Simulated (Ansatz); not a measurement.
# What biaxial strain +0.50 %, plane normal [001], relaxed out of plane does to BaTe

Consider BaTe in the rock salt structure (space group Fm-3m, No. 225; a = 6.941 Å). Axes: x, y, z lie along the cube axes.

Perturbation: tensile biaxial strain of 0.50 % in the plane normal to [001], as in epitaxy on a mismatched substrate; the out-of-plane cell vector and the atoms relax.

Computed with PBEsol (Ansatz, an electronic-structure program, PAW, no spin-orbit coupling). k-mesh 8×8×8 (Γ-centred); smearing 0.05 eV (Fermi–Dirac).

The volume per atom grows by 0.37 Å³, from 41.81 Å³ to 42.18 Å³ and the shortest interatomic distance shrinks by 0.004 Å, from 3.471 Å to 3.467 Å. The energy rises by 0.5 meV/atom and the pressure (mean of the normal stresses, compression positive) goes from zero to -0.27 GPa. The band gap stays essentially unchanged (1.46 eV against 1.47 eV) and the gap character is indirect, Γ → M. The smallest direct gap hardly moves (1.82 eV against 1.83 eV) and the electron mass is still 1.3 mₑ along k, 0.26 mₑ across (at X). The valence-band top at Γ (three highest levels, from the VBM) goes from 0.00, 0.00, 0.00 eV to 0.00, -0.02, -0.02 eV and the valley order (the lowest conduction-band minima on the path, energy above the VBM, named in the base's zone) becomes X along [001] 1.47 eV; X along [100] 1.47 eV (base: X along ⟨100⟩ 1.46 eV; a point along ⟨111⟩, about 0.2 Å⁻¹ from Γ 2.93 eV). The out-of-plane strain is -0.11 % and the mean in-plane stress (compression positive) comes out as -0.4 GPa.

Final structure (turned so that z lies along the plane normal):

```
BaTe
1.0
    4.93285     0.00000     0.00000
    0.00000     4.93285     0.00000
    2.46642    -2.46642     3.46671
Ba Te
1 1
Direct
  0.00000   0.00000   0.00000
  0.50000   0.50000   0.00000
```

Spin-orbit coupling, missing from the scalar runs, can matter with Te. Effective masses come from finite differences of ±0.01 Å⁻¹. Along k means along the line from Γ to the band edge. Stability against distortions was not tested. k-point labels follow each cell's own Brillouin zone.
